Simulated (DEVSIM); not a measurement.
System: Ni/SiON/p-Si capacitor, at 300 K.

```
layer (left to right)  material  thickness (nm)  Na (cm⁻³)
---------------------  --------  --------------  ---------
1                          SiON            16.0          -
2                            Si           15000     1.5e15
```

Metal gate on the left, work function 5.1 eV. Fixed charge at the semiconductor interface 2.2e11 cm⁻² (in units of +e); no interface traps.

This is a model device: material constants are rounded textbook-type values typed into the input, and sizes, dopings and lifetimes were drawn at random. Values at 300 K.

```csv
parameter,SiON,Si
gap (eV),7,1.124
affinity (eV),1.4,4.05
permittivity,5.5,11.7
Nc (cm⁻³),-,2.86e19
Nv (cm⁻³),-,3.1e19
```

DEVSIM, 1D Poisson equation in equilibrium, Boltzmann statistics, complete ionisation; no quantum confinement or tunnelling. Metal contacts follow the ideal Schottky-Mott rule: no Fermi-level pinning, no interface dipoles.

The SiON thickness was swept, all else fixed.

| SiON thickness (μm) | flat-band voltage (V) | minimum of the low-frequency capacitance (μF/cm²) | threshold voltage (band bending 2φF) (V) | capacitance of the dielectric stack (μF/cm²) |
|---|---|---|---|---|
| 0.0064 | 0.14 | 0.0162 | 0.77 | 0.761 |
| 0.0088 | 0.12 | 0.0164 | 0.76 | 0.553 |
| 0.011 | 0.10 | 0.0163 | 0.75 | 0.443 |
| 0.014 | 0.08 | 0.0159 | 0.74 | 0.348 |
| 0.016 | 0.07 | 0.0157 | 0.74 | 0.304 |
| 0.019 | 0.05 | 0.0155 | 0.73 | 0.256 |

From the first row to the last the flat-band voltage goes from 0.14 to 0.05. From the first row to the last the minimum of the low-frequency capacitance goes from 0.0162 to 0.0155.
